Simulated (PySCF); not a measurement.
PySCF 2.14.0, PBE0/def2-svpd, df: [SiH3][PH+]([SiH3])[SiH3], charge +1, multiplicity 1, 14 atoms. The geometry is a generated start, not checked to be a minimum at this level.

- task: energy
- method: pbe0
- basis: def2-svpd
- two-electron scheme: density fitting
- mol.max_memory: 3000 MB
- mf.max_cycle: 100
- mf.DIIS: CDIIS (default)
- mf.conv_tol: 1e-09 (default)
- mf.grids.level: 3 (default)
- basis functions: 176
- grid points: 174800

```xyz
14

Si     0.0633     2.1412    -0.8388
P      0.0052     0.1031     0.2418
Si     1.8933    -1.2080     0.0895
Si    -1.9899    -1.0414     0.4261
H      1.3553     2.6948    -0.4416
H     -0.0319     1.7526    -2.2420
H     -1.1030     2.8426    -0.3084
H      0.1338     0.5409     1.5444
H      2.9840    -0.2688     0.3348
H      1.8103    -1.7119    -1.2779
H      1.6986    -2.2141     1.1274
H     -1.7139    -2.0223     1.4725
H     -2.9551    -0.0074     0.7847
H     -2.1499    -1.6013    -0.9126
```

Charge 1 and multiplicity 1 are set for this test and not shown to be the ground state.

With the defaults (mf.diis = true, newton = off, mf.init_guess = minao, mf.diis_space = 8, mf.damp = 0, mf.diis_start_cycle = 1) it converges in 11 Fock builds. One run each on 2 threads, 1 BLAS thread, with these changes:
- mf.diis_space = 20
- mf.init_guess = mod_huckel
- mf.diis_space = 12
- mf.damp = 0.3, mf.diis_start_cycle = 4
- mf.init_guess = atom
- newton = Hessian by the SCF's own integrals
- mf.init_guess = sap
- mf.diis = false
- mf.init_guess = 1e

Question: Which runs fail or end elsewhere than the default run?

Answer: No convergence: mf.diis = false (the run ends without SCF convergence in 100 cycles). The rest reach the solution of the defaults.

| setting | Fock builds | end |
|---|---|---|
| mf.init_guess = atom | 10 | same solution |
| the defaults | 11 | same solution |
| mf.init_guess = sap | 11 | same solution |
| mf.diis_space = 12 | 11 | same solution |
| mf.diis_space = 20 | 11 | same solution |
| mf.init_guess = mod_huckel | 11 | same solution |
| mf.damp = 0.3, mf.diis_start_cycle = 4 | 11 | same solution |
| mf.init_guess = 1e | 18 | same solution |
| newton = Hessian by the SCF's own integrals | 19 | same solution |
| mf.diis = false | 101 | no convergence |

Under newton the count holds the products with the orbital Hessian.
